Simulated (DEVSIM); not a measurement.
Structure: Au/Si3N4/n-Ge capacitor, at 400 K.

Layer 1 from the left is Si3N4, thickness (nm) 2.50. Layer 2 from the left is Ge, thickness (nm) 700, Nd (cm⁻³) 7.3e17.

Metal gate on the left, work function 5.1 eV. Fixed charge at the semiconductor interface -3e10 cm⁻² (in units of +e); no interface traps.

Constants are typed, rounded textbook-type inputs, not results; the design itself was drawn at random and stands for no fabricated device. Values at 300 K; Nc and Nv go as T^1.5, mobilities as T to minus their exponent, the gap by Varshni's rule with the affinity fixed.

Si3N4: gap (eV) 5.1, affinity (eV) 2.1, permittivity 7.5. Ge: gap (eV) 0.664, affinity (eV) 4, permittivity 16, Nc (cm⁻³) 1.04e19, Nv (cm⁻³) 6e18, Varshni α (eV/K) 0.000477, Varshni β (K) 235.

Task: Estimate by hand the flat-band voltage, the threshold voltage, and compare with a numerical solution.

Result: 
- Flat-band voltage: C = 2.66 μF/cm², work-function difference 0.994 V; VFB = φms − qNf/C = 1.00 V; numerical 1.00 V.
- Threshold voltage: φF = 0.215 V, depletion charge √(4εqNφF) = 3.78e-7 C/cm²; VT = VFB − 2φF − Qd/C = 0.42 V; numerical 0.42 V.

Model (solved in DEVSIM): 1D Poisson equation in equilibrium, Boltzmann statistics, complete ionisation; no quantum confinement or tunnelling. Metal contacts follow the ideal Schottky-Mott rule: no Fermi-level pinning, no interface dipoles.
